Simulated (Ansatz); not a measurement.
Ir3GaC (model structure, started from the Ni3MgC type, Pm-3m, No. 221, 5 atoms in the cell) was calculated with r²SCAN (plane waves, PAW; Ansatz, a program for electronic structure).

Settings: plane-wave cutoff 560 eV, 14×14×14 k mesh, Fermi–Dirac smearing 0.05 eV, no spin polarisation, scalar-relativistic PAW data made under PBE.

Cell (relaxed at this level):

```xyz
5
Lattice="4.0616 0.0000 0.0000 0.0000 4.0616 0.0000 0.0000 0.0000 4.0616" Properties=species:S:1:pos:R:3 pbc="T T T"
Ga     0.0000     0.0000     0.0000
Ir     0.0000     2.0308     2.0308
Ir     2.0308     0.0000     2.0308
Ir     2.0308     2.0308     0.0000
C      2.0308     2.0308     2.0308
```

What does this level give for the bulk modulus?


- bulk modulus: 276 GPa

Note: the run has no spin polarisation, so it can have missed a magnetic state; the bulk modulus is −V dP/dV from two relaxed cells at ±2 % in volume; the relaxation could raise the start's symmetry but not lower it, so the cell can be a saddle point.

Spin–orbit coupling is not included; it can open a gap where bands touch, and shift volumes and moduli.

Computed values are for the static lattice.

The result took roughly 3 core-minutes.

A model structure was made by putting elements into a prototype or built by hand; it is no filed structure, need not be a known phase, and can be a saddle point held by its symmetry.
